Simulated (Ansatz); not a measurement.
LaGaO3 (R-3c, No. 167, 10 atoms in the cell; start mp-3336; a measured phase of this formula has another space group) was calculated with r²SCAN+SOC (plane waves, PAW; Ansatz, a quantum-chemistry and plane-wave program).

Numerical settings: plane-wave cutoff 560 eV, 6×6×6 k mesh, Fermi–Dirac smearing 0.01 eV, PAW data made under PBE.

Cell (relaxed with PBEsol):

GaLaO3 has the trigonal space group R-3c, hexagonal axes (No. 167), Pearson symbol hR10. Lattice parameters: a = b = 5.5226 Å, c = 13.2730 Å, α = β = 90.00°, γ = 120.00°. La on 6a is surrounded by 3 O at 2.400 Å and 6 O at 2.751 Å and 3 O at 3.122 Å. Ga on 6b has 6 O at 1.974 Å (octahedral). O on 18e is coordinated by 2 Ga at 1.974 Å and 1 La at 2.400 Å and 2 La at 2.751 Å and 1 La at 3.122 Å. (Neighbours: up to the widest gap in distance over summed covalent radii, below 1.35, at either atom; cation-cation and far metal-metal contacts left out.)
(The calculation used a cell of 10 atoms; values per cell refer to that cell.)

Problem. Estimate the band gap that the calculation returns.

Solution. 
* **band gap**: 4.51 eV (on the SCF k mesh)

Note: cell and atoms aren't relaxed at this level (largest force component 0.13 eV/Å, pressure 2.1 GPa).

Static lattice: no zero-point or thermal effects.

Computing time: about 5 core-minutes (a rough figure).

A start named mp-… is a Materials Project structure, which need not be a measured phase.
